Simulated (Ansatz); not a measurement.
## Fluorite NiSi2: properties by level of theory

Reference values: lattice constant a 5.406 Å (measured, temperature not stated, no zero-point or thermal correction; as tabulated in Wikipedia's data pages).

```
level (code)           lattice constant a (Å)  enthalpy of formation (eV/atom)
---------------------  ----------------------  -------------------------------
PBE (Ansatz)                              [?]                           -0.353
RPBE (Ansatz)                           5.478                           -0.314
PBE-D3(BJ) (Ansatz)                     5.381                           -0.432
r²SCAN+rVV10 (Ansatz)                   5.376                           -0.366
HSE06 (Ansatz)                          5.374                           -0.357
```

Problem. Complete the blanks.

Solution. 
- PBE (Ansatz, a first-principles code), lattice constant a (Å): 5.445

Caveats: exact exchange on metals is sensitive to the k mesh and can open a false gap (HSE06); the run warned that the count of filled bands differs between k points (HSE06). Ansatz's density-functional and Hartree–Fock values are scalar-relativistic unless marked +SOC, with PAW data made under PBE.

The crystal itself was run without spin with PBE, RPBE, PBE-D3(BJ), r²SCAN+rVV10, HSE06; a magnetic state was not tried in these runs.

The computed numbers hold no vibrational or temperature effects.
